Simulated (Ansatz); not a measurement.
Tunnelling through a barrier is set by its complex band structure: the current falls as exp(−2κd) with the smallest κ.

Consider the following.

```xyz
4
Lattice="8.0689 0.0000 0.0000 4.0344 7.9038 0.0000 4.0344 -0.6865 2.2258" Properties=species:S:1:pos:R:3 pbc="T T T"
Ag     5.3792     0.0071     0.0022
Ag    10.7585     3.6157     1.1151
I      5.3792     2.7348     0.8434
I     10.7585     6.3434     1.9563
```

Space group of this cell: P6_3mc, wurtzite. The cell is taken as given; by PBEsol its mean pressure is -1.6 GPa.

Transport runs along the normal of the first two printed cell vectors, the (111) plane of the conventional cell.

The gap is the functional's own. No spin-orbit coupling. Mid-gap values are interpolated on the energy grid.

Q: Give the band gap and the smallest decay constant κ at mid-gap that PBEsol (Ansatz, a quantum-chemistry and plane-wave program) yields.

A: Gap 1.24 eV on a 14×14×14 mesh; κ = 0.116 1/Å, at the zone centre.
